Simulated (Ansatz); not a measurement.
Base system: Cs$_{2}$AgBiBr$_{6}$ (space group Fm-3m, No. 225).

```
CELL_PARAMETERS angstrom
      0.00000     5.49816     5.49816
      5.49816     0.00000     5.49816
      5.49816     5.49816     0.00000
ATOMIC_POSITIONS crystal
  Bi 0.00000 0.00000 0.00000
  Ag 0.50000 0.50000 0.50000
  Cs 0.25000 0.25000 0.25000
  Cs 0.75000 0.75000 0.75000
  Br 0.25545 0.74455 0.25545
  Br 0.25545 0.74455 0.74455
  Br 0.74455 0.25545 0.74455
  Br 0.74455 0.25545 0.25545
  Br 0.25545 0.25545 0.74455
  Br 0.74455 0.74455 0.25545
```

Computed with Kohn–Sham DFT with the LDA functional, run in Ansatz (a program for electronic structure) with PAW and 420 eV plane waves, without spin-orbit coupling.

Before the change:

The band gap is 0.94 eV.

One thing is altered: the cell is scaled by 0.9850 in all directions; the atoms relax in the strained cell.

Task: What does the calculation give for the energy relative to the base and band gap after the change?

Result: The energy rises by 7.3 meV/atom; the band gap drops by 0.08 eV (0.94 eV → 0.86 eV).

Spin-orbit coupling, missing from the scalar runs, can matter with Bi. No phonon test of stability was made.
